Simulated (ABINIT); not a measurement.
ABINIT run on Zn (P6_3/mmc, 4 atoms in the cell): self-consistent single point.

Level of theory: PBE, PAW (JTH v2.0 PBE PAW) (plane waves; ABINIT 10.0.3).

The change in words: lattice scaled by 0.98. Reference geometry:
```
CELL_PARAMETERS angstrom
      2.83140     0.00000     0.00000
     -1.41570     2.45206     0.00000
      0.00000     0.00000     9.11004
ATOMIC_POSITIONS crystal
  Zn 0.00000 0.00000 0.00000
  Zn 0.00000 0.00000 0.50000
  Zn 0.33333 0.66667 0.25000
  Zn 0.66667 0.33333 0.75000
```

Reference input (self-consistent single point, DFT, PBE, plane waves, PAW (JTH v2.0 PBE PAW)): pseudos = [Zn.GGA_PBE-JTH.xml]; ecut = 60 Ry; pawecutdg = 120 Ry; pawxcdev = 0; occopt = 7; tsmear = 0.272 eV; ngkpt = 13 13 4; nshiftk = 1; shiftk = 0 0 0; potentials = JTH v2.0 PBE PAW; nband = 31; kptopt = 1. This run's input differs from it in these lines:

```diff
@@ -3,6 +3,6 @@
 pseudos "Zn.GGA_PBE-JTH.xml"
-acell 2.8313982331 2.8313982331 9.1100450000 Angstrom
+acell 2.7747703986 2.7747703986 8.9278440000 Angstrom
 rprim
-         1.0000000000   -0.0000000191    0.0000000000
-        -0.4999999835    0.8660254133    0.0000000000
+         1.0000000000   -0.0000000333    0.0000000000
+        -0.4999999711    0.8660254205    0.0000000000
          0.0000000000    0.0000000000    1.0000000000
@@ -14,5 +14,5 @@
          0.0000000000    0.0000000000    0.0000000000
-         0.0000000000    0.0000000000    8.6077450165
-         0.0000000590    3.0891514192    4.3038725083
-         2.6752836347    1.5445756585   12.9116175248
+         0.0000000000    0.0000000000    8.4355900217
+         0.0000001009    3.0273685328    4.2177950108
+         2.6217781065    1.5136841790   12.6533850325
 ecut 60 Ry
```

Log, with long lists cut:

```
--- !BeginCycle
solver: {iscf: 17, nstep: 100, nline: 4, wfoptalg: 10, }
tolerances: {tolvrs: 1.00E-10, }
...

     iter   Etot(hartree)      deltaE(h)  residm     nres2
 ETOT  1  -255.57339314450    -2.556E+02 8.950E+00 8.075E+00
 ETOT  2  -257.25232079185    -1.679E+00 4.260E-01 5.195E+00
 ETOT  3  -257.24118078422     1.114E-02 3.285E-01 2.447E-01
 ETOT  4  -257.24202439750    -8.436E-04 2.996E-01 1.319E-01
 ETOT  5  -257.24252276864    -4.984E-04 3.744E-02 3.592E-02
   [... 28 lines left out ...]
 ETOT 34  -257.24315343817    -5.627E-12 2.063E-04 2.044E-09
 ETOT 35  -257.24315343817     4.150E-12 5.154E-05 5.379E-10
 ETOT 36  -257.24315343817    -1.819E-12 1.638E-04 1.968E-09
 ETOT 37  -257.24315343817    -1.307E-12 4.054E-05 6.400E-11
 At SCF step   37       nres2   =  6.40E-11 < tolvrs=  1.00E-10 =>converged.

 Cartesian components of stress tensor (hartree/bohr^3)
  sigma(1 1)= -2.57228384E-05  sigma(3 2)=  0.00000000E+00
  sigma(2 2)= -2.57228399E-05  sigma(3 1)=  0.00000000E+00
  sigma(3 3)= -3.77708878E-05  sigma(2 1)= -6.93179060E-13

 ----iterations are completed or convergence reached----

 reduced coordinates (array xred) for    4 atoms
       0.000000000000      0.000000000000     -0.000000001092
       0.000000000000      0.000000000000      0.499999998908
       0.333333333333      0.666666666667      0.249999998908
       0.666666666667      0.333333333333      0.749999998908
 cartesian forces (eV/Angstrom) at end:
    1      0.00000000000000    -0.00000000000000    -0.00000000000000
   [... lines left out ...]
 Fermi (or HOMO) energy (eV) =  10.95257   Average Vxc (eV)= -10.68637
   [... lines left out ...]
'-kT*entropy'       : -2.20427825049788E-03
total_energy        : -2.57243154571342E+02
total_energy_eV     : -6.99994222439810E+03
...

-Cartesian components of stress tensor (GPa)         [Pressure=  8.7495E-01 GPa]
- sigma(1 1)= -7.56791907E-01  sigma(3 2)=  0.00000000E+00
- sigma(2 2)= -7.56791951E-01  sigma(3 1)=  0.00000000E+00
- sigma(3 3)= -1.11125770E+00  sigma(2 1)= -2.03940286E-08

 Calculation completed.
```

The run converged in 37 iterations. Against the reference run the free energy drops by 6.1 meV/atom and the pressure goes from -2.95 to 0.87 GPa.

The starting cell was generated: these elements placed on a structure prototype, without a prior relaxation; it need not be a known phase or ordering of this composition. Its lattice was rescaled by a random factor within 2.5 % of one. For this run, on top of that: lattice scaled by 0.98.

Cost on one core of a shared machine: roughly 8 min.
